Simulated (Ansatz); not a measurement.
Results of LDA (Ansatz, a program for electronic structure, plane waves, PAW) for rock-salt TbN.

Numerical settings: plane-wave cutoff 520 eV, 20×20×20 k mesh, Fermi–Dirac smearing 0.05 eV, spin-polarised with parallel moments, scalar-relativistic PAW data made under PBE.

Cell (relaxed at this level):

```xyz
2
Lattice="0.0000 2.3862 2.3862 2.3862 0.0000 2.3862 2.3862 2.3862 0.0000" Properties=species:S:1:pos:R:3 pbc="T T T"
Tb     0.0000     0.0000     0.0000
N      2.3862     2.3862     2.3862
```
Starting moments (μB, in the order of the record's atoms Tb N): 6.0 0.0.

Question: Predict the bulk modulus B0 and pressure derivative B′ of the bulk modulus.

Answer: 
- bulk modulus B0: 181 GPa
- pressure derivative B′ of the bulk modulus: 4.4

The run finds no gap.

Note: the magnetic order was assumed, not searched for or taken from measurement; the 4f shell is treated without U or exact exchange, so its levels and filling can be wrong; the volume lies 9 % below that of the published cell.

Spin–orbit coupling is not included; it can open a gap where bands touch, and shift volumes and moduli.
